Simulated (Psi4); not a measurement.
Psi4 1.11, HF/def2-svpd: Ga(F)(NCO)2 (O=C=[N][Ga]([F])[N]=C=O), 8 atoms. The geometry is a generated start, not checked to be a minimum at this level.

```json
{
 "task": "energy",
 "method": "scf",
 "basis": "def2-svpd",
 "memory": "3 GB",
 "maxiter": "100",
 "keys_of_the_molecule_block": "symmetry c1",
 "scf_type": "df (default)",
 "e_convergence": "1e-06 (default)",
 "d_convergence": "1e-06 (default)",
 "basis_functions": "187"
}
```

```xyz
8

Ga     0.7403    -0.1808    -0.0440
F      2.4234    -0.5266    -0.2053
N     -0.1467    -0.6346     1.4478
C     -0.6092    -0.8114     2.5387
O     -1.0912    -0.9999     3.5645
N     -0.1976     0.6018    -1.3684
C     -0.4149     1.0523    -2.4575
O     -0.7040     1.4992    -3.4757
```

With the defaults (damping_percentage = 0, diis = true, scf_initial_accelerator = adiis, guess = auto, which took SAD, soscf = false, soscf_start_convergence = 0.01, diis_max_vecs = 10) it converges in 9 SCF iterations. One run each on 2 threads, with these changes:
- guess = sadno
- diis_max_vecs = 6
- damping_percentage = 60
- soscf = true, soscf_start_convergence = 0.1
- damping_percentage = 20
- damping_percentage = 60, diis = false, scf_initial_accelerator = none
- scf_initial_accelerator = none
- guess = core
- guess = sap

Which of these changes keep the SCF from converging, or lead it to another solution?

No convergence: damping_percentage = 60; damping_percentage = 60, diis = false, scf_initial_accelerator = none (the run ends without SCF convergence in 100 iterations). The rest reach the solution of the defaults.

```csv
setting,SCF iterations,JK calls,end
"soscf = true, soscf_start_convergence = 0.1",6,22,same solution
the defaults,9,10,same solution
guess = sap,9,9,same solution
scf_initial_accelerator = none,9,10,same solution
diis_max_vecs = 6,9,10,same solution
guess = sadno,10,10,same solution
guess = core,16,16,same solution
damping_percentage = 20,18,19,same solution
damping_percentage = 60,100,101,no convergence
"damping_percentage = 60, diis = false, scf_initial_accelerator = none",100,101,no convergence
```

An SOSCF iteration holds several JK calls; a Hückel guess adds calls on atoms.
